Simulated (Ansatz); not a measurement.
Relaxation of the outer planes of the (11-20) surface of hcp Ti in its 1x1 cell, outermost plane spacing 1.47 Å in the ideal cut.

Method: PBE (plane waves to 420 eV, PAW; Ansatz, a quantum-chemistry and plane-wave program).

Set-up: 16 atoms, 10.3 Å thick at the start (thin: gaps and levels are the slab's own); mesh 8x8x1; 0.1 eV smearing; dipole correction on; all atoms relaxed; symmetry of the start imposed; no spin, no spin-orbit, no U.

```tsv
plane	atoms	bulk spacing to the next (Å)	relaxed spacing (Å)	change (%)	rumpling (Å)
1	2 Ti	1.469	___	___	0.00
2	2 Ti	1.469	1.427	-2.9	0.00
```

Task: Complete the blanks.

Result: 
- 1, relaxed spacing (Å): 1.381
- 1, change (%): -6.0
